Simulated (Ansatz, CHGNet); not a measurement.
ZnS (model structure, started from the litharge type, P4/nmm, No. 129, 4 atoms in the cell): properties by level of theory

```tsv
level (code)	lattice constant a (Å)	c axis length (Å)
CHGNet-r²SCAN	4.666	4.005
PBEsol (Ansatz)	4.724	4.659
PBE-D3(BJ) (Ansatz)	4.725	3.869
r²SCAN (Ansatz)	4.752	4.359
```

Ansatz's density-functional and Hartree–Fock values are scalar-relativistic unless marked +SOC, with PAW data made under PBE.

Static lattice: no zero-point or thermal effects.

A model structure was made by putting elements into a prototype or built by hand; it is no filed structure, need not be a known phase, and can be a saddle point held by its symmetry.

Ansatz is an electronic-structure program.
